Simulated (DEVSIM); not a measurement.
System: W/SiO2/n-Si capacitor, at 300 K.

Layer 1 from the left is SiO2, thickness (nm) 9.10. Layer 2 from the left is Si, thickness (nm) 5500, Nd (cm⁻³) 1.1e16.

Metal gate on the left, work function 4.6 eV. Fixed charge at the semiconductor interface -3.5e11 cm⁻² (in units of +e); interface traps 1e11 cm⁻² eV⁻¹, uniform in energy, neutral level at 0.7 of the gap above the valence band.

The device is made up for the run: typed textbook-type constants, with dimensions and the other settings drawn at random. Values at 300 K.

SiO2: gap (eV) 9, affinity (eV) 0.9, permittivity 3.9. Si: gap (eV) 1.124, affinity (eV) 4.05, permittivity 11.7, Nc (cm⁻³) 2.86e19, Nv (cm⁻³) 3.1e19.

DEVSIM, 1D Poisson equation in equilibrium, Boltzmann statistics, complete ionisation; no quantum confinement or tunnelling. Metal contacts follow the ideal Schottky-Mott rule: no Fermi-level pinning, no interface dipoles.

Question: What does the simulation give for the flat-band voltage, the minimum of the low-frequency capacitance?

Answer: flat-band voltage 0.50 V; minimum of the low-frequency capacitance 0.0495 μF/cm².
